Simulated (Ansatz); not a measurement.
Take Zr in the hcp (Mg type) structure (space group P6_3/mmc, No. 194) as the base.

```cif
data_Zr2
_chemical_formula_sum 'Zr2'
_space_group_name_H-M_alt 'P63/mmc'
_space_group_IT_number 194
_space_group_name_Hall '-P 6c 2c'
_cell_length_a 3.24599
_cell_length_b 3.24599
_cell_length_c 5.15074
_cell_angle_alpha 90.000
_cell_angle_beta 90.000
_cell_angle_gamma 120.000
loop_
_atom_site_label
_atom_site_type_symbol
_atom_site_symmetry_multiplicity
_atom_site_Wyckoff_symbol
_atom_site_fract_x
_atom_site_fract_y
_atom_site_fract_z
_atom_site_occupancy
Zr1 Zr 2 c 0.33333 0.66667 0.25000 1
```

All numbers come from Kohn–Sham DFT with the r2SCAN functional, run in Ansatz (a quantum-chemistry and plane-wave program) with PAW and 500 eV plane waves, without spin-orbit coupling.

For the base:

```
Item               Result
---------------  --------
Volume per atom  23.50 Å³
```

It is then changed as follows: a hydrostatic pressure of 4.5 GPa.

Task: What happens to the volume per atom?

Result: The volume per atom falls by 1.01 Å³ to 22.49 Å³.

Load acts through the strain it causes; cell and atoms are relaxed under it. Stability against distortions was not tested. All final runs are without spin polarisation. Measured, Zr leaves this structure (for the ω phase) near 3 GPa (temperature not stated; as listed in C. Cazorla, D. Alfè, M. J. Gillan, Physical Review B (2008)).
